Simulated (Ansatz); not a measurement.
## Element substitutions in TaSi2

Base system: TaSi₂ (space group P6_222, No. 180).

```
CELL_PARAMETERS angstrom
      4.77601     0.00000     0.00000
     -2.38801     4.13615     0.00000
      0.00000     0.00000     6.56281
ATOMIC_POSITIONS crystal
  Ta 0.50000 0.00000 0.00000
  Ta 0.50000 0.50000 0.33333
  Ta 0.00000 0.50000 0.66667
  Si 0.15842 0.31685 0.00000
  Si 0.84158 0.15842 0.33333
  Si 0.68315 0.84158 0.66667
  Si 0.84158 0.68315 0.00000
  Si 0.15842 0.84158 0.33333
  Si 0.31685 0.15842 0.66667
```

Each row replaces one element on all its sites; cell and atoms are relaxed.

Method: DFT with r2SCAN, PAW potentials and a 500 eV plane-wave cutoff in Ansatz (a first-principles code), no SOC.

```csv
change,c/a ratio,shortest interatomic distance
base,1.374,2.550 Å
Si → Ge,___,2.654 Å
Si → C,___,___
Si → Bi,1.519,3.153 Å
```

**Question.** What belongs in the blanks?

**Answer.** 
- Si → Ge, c/a ratio: 1.359
- Si → C, c/a ratio: 1.320
- Si → C, shortest interatomic distance: 2.203 Å

No phonon test of stability was made. As relaxed here, TaC2 and TaBi2 are hypothetical phases, not in the database extracts checked. The final runs are not spin-polarised. An odd electron count without spin: TaGe2, TaSi2, TaC2 and TaBi2. TaBi2 has a high density of states at the Fermi level and may be magnetic at this level.
